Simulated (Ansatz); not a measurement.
# RuB2 under a change: isotropic strain +2.34 %

The parent structure is RuB$_{2}$ (space group Pmmn, No. 59; a = 2.8495 Å, b = 4.6257 Å, c = 4.0236 Å).

It is then changed as follows: an isotropic linear strain of +2.34 %; the atoms relax in the strained cell.

Computed with PBEsol (Ansatz, a first-principles code), no SOC. k-mesh 16×10×12 (Γ-centred); smearing 0.05 eV (Fermi–Dirac).

* **Volume per atom**: 9.47 Å³ (base 8.84 Å³)
* **Space group**: Pmmn (No. 59) (base Pmmn (No. 59))
* **Shortest interatomic distance**: 1.858 Å (base 1.815 Å)
* **Energy relative to the base (free energy F)**: +39 meV/atom
* **Pressure (mean of the normal stresses, compression positive)**: -18.3 GPa (base 0.0 GPa)
* **Band gap**: zero (base zero)

Final structure:

```xyz
6
Lattice="2.9162 0.0000 0.0000 0.0000 4.7339 0.0000 0.0000 0.0000 4.1178" Properties=species:S:1:pos:R:3 pbc="T T T"
B      0.0000     3.8050     1.4909
B      0.0000     0.9290     1.4909
B      1.4581     3.2959     2.6269
B      1.4581     1.4380     2.6269
Ru     0.0000     0.0000     3.4731
Ru     1.4581     2.3670     0.6447
```

Stability against distortions was not tested. All final runs are without spin polarisation.
